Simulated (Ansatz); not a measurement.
# GaN: N vacancy, symmetric start

Base system: a 16-atom supercell of GaN in the zinc blende structure (space group F-43m, No. 216; a = 4.549 Å) at its relaxed geometry.

Perturbation: a neutral N vacancy, symmetric start, atoms relaxed at fixed cell.

Computed with PBE in Ansatz (plane waves to 420 eV, PAW, no spin-orbit coupling), earlier PAW set. Γ-centred 5×5×5 mesh, Fermi–Dirac width 0.01 eV.

| quantity | base | changed | shift |
|---|---|---|---|
| pressure | 0.0 GPa | -0.6 GPa | -0.66 GPa |
| energy gained by relaxation | – | 0.05 eV | – |
| largest displacement of a host atom from its site in the perfect cell | – | 0.04 Å | – |
| mean distance from the defect site to its nearest host atoms | 1.97 Å | 1.93 Å | -0.04 Å |

Final structure:

```
Ga8N7
1.0
    0.00000     4.54879     4.54879
    4.54879     0.00000     4.54879
    4.54879     4.54879     0.00000
N Ga
7 8
Direct
  0.37462   0.37462   0.87538
  0.37462   0.87538   0.37462
  0.37462   0.87538   0.87538
  0.87538   0.37462   0.37462
  0.87538   0.37462   0.87538
  0.87538   0.87538   0.37462
  0.87500   0.87500   0.87500
  0.99969   0.99969   0.99969
  0.99969   0.99969   0.50093
  0.99969   0.50093   0.99969
  0.00742   0.49753   0.49753
  0.50093   0.99969   0.99969
  0.49753   0.00742   0.49753
  0.49753   0.49753   0.00742
  0.49753   0.49753   0.49753
```

The magnetic state is the one reached from the starting moments; the real material's order can differ, and small cells can't hold many antiferromagnetic ones. The cell is small, so the values are those of an ordered compound at a high defect concentration; dilute-limit values will differ. The mesh was chosen for an insulator and is coarse for the gapless case. The defect started on the symmetric site and kept its symmetry, so it may sit on a saddle. Starting moments died away, wholly or in part, for N vacancy; another magnetic solution may exist. The defect cell is spin-polarised and ends with 0.2 μB, a fractional moment that hangs on the mesh and smearing. This is not the structure that GaN has at room temperature and ambient pressure.

Ansatz is a program for electronic structure.
